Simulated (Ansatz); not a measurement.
Results of r²SCAN (plane waves, PAW; Ansatz, a first-principles code) for HfO2 (model structure, started from the 3R-MoS2 type, R3m, No. 160, 3 atoms in the cell).

Settings: plane-wave cutoff 560 eV, 14×14×14 k mesh, Fermi–Dirac smearing 0.01 eV, scalar-relativistic PAW data made under PBE.

Cell (relaxed at this level):

```yaml
crystal:
  lattice:
    - [1.55024, 0.89503, 4.94775]
    - [-1.55024, 0.89503, 4.94775]
    - [0.00000, -1.79007, 4.94775]
  atoms:
    - { symbol: Hf, position: [0.99987, 0.99987, 0.99987] }
    - { symbol: O, position: [0.74426, 0.74426, 0.74426] }
    - { symbol: O, position: [0.58917, 0.58917, 0.58917] }
```

### Question
Give the computed band gap, smallest direct gap on the k points sampled and direct gap at Γ.

### Answer

* **band gap**: 1.96 eV
* **smallest direct gap on the k points sampled**: 2.48 eV
* **direct gap at Γ**: 3.45 eV

Note: the relaxation could raise the start's symmetry but not lower it, so the cell can be a saddle point.

Spin–orbit coupling is not included.

Computed values are for the static lattice.

A model structure was made by putting elements into a prototype or built by hand; it is no filed structure, need not be a known phase, and can be a saddle point held by its symmetry.
